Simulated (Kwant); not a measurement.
Model system: quantum point contact (saddle potential) in a Si two-dimensional gas. Effective mass 0.19 mₑ, grid spacing 2.7 nm, hard walls, nominal width 80 nm (29 grid rows, so walls 81 nm apart), one parabolic valley, scattering region 240 nm long along x; energies count from the band bottom; Fermi energy 0.00387 eV. Potential (V0 + ½k y²) cos²(πx/L) for |x| < L/2, with V0 swept from 0.0040635 to 0 eV, k = 1.9e-05 eV/nm², L = 160 nm.

The device is made up for the run: typed textbook-type constants, with dimensions and the other settings drawn at random.

Kwant, effective-mass tight-binding model on a square grid, one spin, coherent transport at 0 K. Conductance is in e²/h.

Problem. Compare with the saddle-point formula G = Σ 1/(1 + exp(−2π(E − V0 − ħωy(n + ½))/ħωx)), taking ħωy = ħ√(k/m) and ħωx from the curvature along x of V0 plus half of the mode's confinement energy.

Solution. ħωy = 2.76 meV; at V0 = 3.30 meV the lowest mode has ħωx = 1.11 meV.

| V0 (meV) | formula | simulation |
|---|---|---|
| 3.83 | 0.00081 | 0.00067 |
| 3.30 | 0.010 | 0.0098 |
| 2.77 | 0.16 | 0.16 |
| 2.24 | 0.84 | 0.85 |
| 1.71 | 1.00 | 1.00 |
| 1.18 | 1.00 | 1.00 |

The formula takes a parabolic saddle in the continuum; the run has the full potential on a grid.
